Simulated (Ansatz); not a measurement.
TaC under a change: C interstitial (started 1.75 Å from the nearest host atom)

Start from a 16-atom supercell of TaC in the rock salt structure (space group Fm-3m, No. 225; a = 4.4759 Å) at its relaxed geometry.

The change: one C atom is added in an open site, starting 1.75 Å from the nearest host atom, atoms relaxed at fixed cell, starting from a slightly rattled geometry.

Calculations: plane-wave PAW DFT at the PBE level (Ansatz, a program for electronic structure, 420 eV), no spin-orbit coupling, earlier PAW set. k-mesh 7×7×7 (Γ-centred); smearing 0.05 eV (Fermi–Dirac).

The largest displacement of a host atom from its site in the perfect cell comes out as 0.29 Å and the final site of the added atom is 2 C at 1.55 Å and 4 Ta at 2.01–2.19 Å.

Final structure:

```yaml
crystal:
  lattice:
    - [0.00000, 4.47589, 4.47589]
    - [4.47589, 0.00000, 4.47589]
    - [4.47589, 4.47589, 0.00000]
  atoms:
    - { symbol: C, position: [0.00261, 0.00040, 0.02870] }
    - { symbol: C, position: [0.00258, 0.00037, 0.46832] }
    - { symbol: C, position: [0.99156, 0.52998, 0.98925] }
    - { symbol: C, position: [0.00492, 0.48948, 0.50281] }
    - { symbol: C, position: [0.53218, 0.98936, 0.98925] }
    - { symbol: C, position: [0.49168, 0.00271, 0.50281] }
    - { symbol: C, position: [0.50151, 0.49932, 0.98481] }
    - { symbol: C, position: [0.50153, 0.49933, 0.51437] }
    - { symbol: Ta, position: [0.25541, 0.25323, 0.23426] }
    - { symbol: Ta, position: [0.25544, 0.25324, 0.75710] }
    - { symbol: Ta, position: [0.27206, 0.69370, 0.26711] }
    - { symbol: Ta, position: [0.24871, 0.76646, 0.74243] }
    - { symbol: Ta, position: [0.69591, 0.26983, 0.26712] }
    - { symbol: Ta, position: [0.76864, 0.24653, 0.74243] }
    - { symbol: Ta, position: [0.75247, 0.75025, 0.24603] }
    - { symbol: Ta, position: [0.75245, 0.75024, 0.75129] }
    - { symbol: C, position: [0.07789, 0.07568, 0.17320] }
```

In so small a cell the defect repeats every few ångströms: this is an ordered compound, not a dilute defect. The final runs are not spin-polarised. An odd electron count without spin: TaC. The defect cell is not spin-polarised.
